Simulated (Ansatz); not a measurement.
# Ti3Al with two functionals, uniaxial strain ε_zz = −1.46 %

Start from Ti$_{3}$Al (space group P6_3/mmc, No. 194; a = 5.756 Å, c = 4.655 Å). Axes: x lies along a and z along c of the hexagonal cell.

(Cell as relaxed with PBE.)

Levels (all Ansatz, a quantum-chemistry and plane-wave program, PAW): PBE (420 eV, no SOC); r2SCAN (500 eV, no SOC).

Each level relaxes its own structure.

```json
[
 {"base": "volume per atom", "PBE": "16.69 Å³", "r2SCAN": "16.56 Å³"},
 {"base": "lattice parameter a", "PBE": "5.756 Å", "r2SCAN": "5.747 Å"},
 {"base": "band gap", "PBE": "zero", "r2SCAN": "zero"}
]
```

It is then changed as follows: uniaxial strain ε_zz = −1.46 %, all other strain components held at zero; the atoms relax in the strained cell.

| quantity | PBE | r2SCAN |
|---|---|---|
| pressure (mean of the normal stresses, compression positive) | 1.8 GPa | 1.9 GPa |
| band gap | zero | zero |
| shortest interatomic distance | 2.814 Å | 2.801 Å |

PBE's shortest interatomic distance lies 0.013 Å above r2SCAN's (0.5 %); the two agree on the band gap. Neither level is exact; r2SCAN is the comparison here, not a measurement.

No phonon test of stability was made. The final runs are not spin-polarised.
